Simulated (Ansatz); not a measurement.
The starting structures come from a database of crystals and need not be the phases stable at ambient conditions.

Consider the following.

```yaml
crystal:
  lattice:
    - [3.56362, 0.00000, 0.00000]
    - [0.00000, 5.92910, 0.00000]
    - [0.00000, 0.00000, 6.99178]
  atoms:
    - { symbol: Ca, position: [0.75000, 0.24907, 0.88814] }
    - { symbol: Ca, position: [0.25000, 0.75093, 0.11186] }
    - { symbol: Ca, position: [0.25000, 0.25093, 0.38814] }
    - { symbol: Ca, position: [0.75000, 0.74907, 0.61186] }
    - { symbol: F, position: [0.75000, 0.47858, 0.16574] }
    - { symbol: F, position: [0.25000, 0.52142, 0.83426] }
    - { symbol: F, position: [0.25000, 0.02142, 0.66574] }
    - { symbol: F, position: [0.75000, 0.97858, 0.33426] }
    - { symbol: F, position: [0.25000, 0.64349, 0.42648] }
    - { symbol: F, position: [0.75000, 0.35651, 0.57352] }
    - { symbol: F, position: [0.75000, 0.85651, 0.92648] }
    - { symbol: F, position: [0.25000, 0.14349, 0.07352] }
```

Space group of this cell: Pnma. The cell is taken as given.

The current runs along the normal of the first two printed vectors. All runs by Ansatz (an electronic-structure program), plane waves and PAW, without spin-orbit coupling; the base is r2SCAN.

| run | mean pressure (GPa) | gap (eV) | mid-gap κ (1/Å) |
|---|---|---|---|
| base | -0.5 | 8.69 | 0.585 |
| all lengths scaled by 0.98 | 6.2 | 8.97 | 0.600 |
| all lengths scaled by 1.02 | -5.5 | … | … |
| lengths across the current scaled by 0.98, ions clamped | 3.7 | 8.91 | 0.594 |
| lengths across the current scaled by 1.02, ions clamped | -3.8 | … | … |
| lengths along the current scaled by 0.97, ions clamped | 2.9 | 8.88 | 0.593 |
| lengths along the current scaled by 1.03, ions clamped | -3.2 | … | … |

Problem. Complete the blanks.

Solution. 
- all lengths scaled by 1.02, gap (eV): 8.21
- all lengths scaled by 1.02, mid-gap κ (1/Å): 0.572
- lengths across the current scaled by 1.02, ions clamped, gap (eV): 8.34
- lengths across the current scaled by 1.02, ions clamped, mid-gap κ (1/Å): 0.577
- lengths along the current scaled by 1.03, ions clamped, gap (eV): 8.49
- lengths along the current scaled by 1.03, ions clamped, mid-gap κ (1/Å): 0.576
